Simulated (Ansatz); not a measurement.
A hypothetical phase is included: elements placed on a structure type, which no database files for this compound.

The decay constant κ of evanescent states in the gap governs leakage through a thin film.

```yaml
crystal:
  lattice:
    - [3.95055, 0.00000, 0.00000]
    - [-1.97527, 3.48263, -0.34061]
    - [0.00000, -1.55232, 9.43913]
  atoms:
    - { symbol: In, position: [0.06767, 0.13534, 0.41991] }
    - { symbol: In, position: [0.89240, 0.78480, 0.82983] }
    - { symbol: Se, position: [0.41647, 0.83293, 0.62470] }
    - { symbol: Se, position: [0.68886, 0.37773, 0.27611] }
    - { symbol: Se, position: [0.26793, 0.53587, 0.97444] }
```

The cell was relaxed by PBE-D3(BJ).

Transport runs along the normal of the first two printed cell vectors.

No gap correction and no spin-orbit coupling; mid-gap is the computed energy nearest the middle.

Problem. Predict the band gap and the smallest decay constant κ at mid-gap from r2SCAN (Ansatz, a first-principles code).

Solution. Gap 0.64 eV on a 10×10×4 mesh; κ = 0.084 1/Å, at the zone centre.
